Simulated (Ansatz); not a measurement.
**NaI in the rock salt structure (space group Fm-3m, No. 225)**

```cif
data_I4Na4
_chemical_formula_sum 'I4 Na4'
_space_group_name_H-M_alt 'Fm-3m'
_space_group_IT_number 225
_space_group_name_Hall '-F 4 2 3'
_cell_length_a 6.46015
_cell_length_b 6.46015
_cell_length_c 6.46015
_cell_angle_alpha 90.000
_cell_angle_beta 90.000
_cell_angle_gamma 90.000
loop_
_atom_site_label
_atom_site_type_symbol
_atom_site_symmetry_multiplicity
_atom_site_Wyckoff_symbol
_atom_site_fract_x
_atom_site_fract_y
_atom_site_fract_z
_atom_site_occupancy
I1 I 4 a 0.00000 0.00000 0.00000 1
Na1 Na 4 b 0.50000 0.50000 0.50000 1
```
(The calculation used a cell of 2 atoms; values per cell refer to that cell.)

The values are results of r2SCAN/PAW in Ansatz (a quantum-chemistry and plane-wave program), no spin-orbit coupling, not measurements. k-mesh 9×9×9 (Γ-centred); smearing 0.05 eV (Fermi–Dirac).

| Item | Result |
|---|---|
| Volume per atom | 33.70 Å³ |
| Density | 3.69 g/cm³ |
| Band gap | 4.45 eV, direct at Γ |
| Electron mass | 0.28 mₑ |
| Hole mass (degenerate bands, along [100]) | 0.41, 1.6, 1.6 mₑ |
| Lowest conduction-band minima above the VBM | Γ 4.45 eV; X along ⟨100⟩ 5.22 eV; L along ⟨111⟩ 5.70 eV |
| Total energy | -4509.803 eV/atom (σ→0; compares only within this code and set-up) |

Spin-orbit coupling, missing from the scalar runs, can matter with I. Effective masses come from finite differences of ±0.01 Å⁻¹. Stability against distortions was not tested.
